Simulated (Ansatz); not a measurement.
The structure below was relaxed with PBEsol in Ansatz (plane waves to 420 eV, PAW, no SOC), earlier PAW set.

```xyz
5
Lattice="5.5925 0.0000 0.0000 0.0000 5.5925 0.0000 0.0000 0.0000 5.5925" Properties=species:S:1:pos:R:3 pbc="T T T"
Ba     0.0000     0.0000     0.0000
Pb     2.7963     2.7963     2.7963
Cl     0.0000     2.7963     2.7963
Cl     2.7963     2.7963     0.0000
Cl     2.7963     0.0000     2.7963
```

Problem. Find the space group and the Wyckoff positions.

Solution. Space group Pm-3m (No. 221); a = b = c = 5.593 Å, α = β = γ = 90.00°

```tsv
atom	site	symmetry	x	y	z
Ba	1a	m-3m	0.0000	0.0000	0.0000
Pb	1b	m-3m	0.5000	0.5000	0.5000
Cl	3c	4/mm.m	0.0000	0.5000	0.5000
```

Problem. Describe the coordination.

Solution. The crystal has 5 atoms in its conventional cell. Lattice parameters: a = 5.593 Å, b = 5.593 Å, c = 5.593 Å, α = 90.00°, β = 90.00°, γ = 90.00°. Ba is coordinated by 12 Cl at 3.955 Å (cuboctahedral). Pb sees 6 Cl at 2.796 Å (octahedral). Cl has 2 Pb at 2.796 Å and 4 Ba at 3.955 Å (octahedral). (Neighbours: up to the widest gap in distance over summed covalent radii, below 1.35, at either atom; cation-cation and far metal-metal contacts left out.)

No phonon test of stability was made. The final runs are not spin-polarised. An odd electron count without spin: BaPbCl3. The cell was made from CsPbCl3 by this change: Cs → Ba; the result is a hypothetical phase, not in the database extracts checked. Many cubic perovskites are stable only at high temperature; tilts and polar distortions were not tested.

Ansatz is a program for electronic structure.
